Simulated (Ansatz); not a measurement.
**A computed series for SrTiO3: pressure series**

Base system: SrTiO3 in the cubic perovskite structure (space group Pm-3m, No. 221; a = 3.9364 Å).

Cell and atoms are relaxed at each pressure.

All numbers come from PBE in Ansatz (plane waves to 420 eV, PAW, no SOC).

```
P (GPa)  V (Å³/atom)
-------  -----------
-2.00         12.348
-1.00         12.272
0.30          12.178
0.69          12.151
1.50          12.095
5.00          11.868
7.50          11.718
10.00         11.578
```

A third-order Birch–Murnaghan fit to these points gives V₀ = 12.20 Å³/atom, B₀ = 170 GPa and B₀′ = 4.4. At pressure 10 GPa the volume is 94.9 % of V₀.

Measured bulk modulus of SrTiO3: 172.1 GPa (room temperature; as listed in Mael Guennou et al., Physical Review B (2010)); the computed value is for a static lattice, so the two differ by thermal effects too.

Between the base and pressure 10 GPa the gap moves from 1.84 eV to 1.94 eV, a mean slope of 9.9 meV/GPa.

Load acts through the strain it causes; cell and atoms are relaxed under it. No phonon test of stability was made. No other phases were tried under pressure. The final runs are not spin-polarised. Many cubic perovskites are stable only at high temperature; tilts and polar distortions were not tested.

Ansatz is a first-principles code.
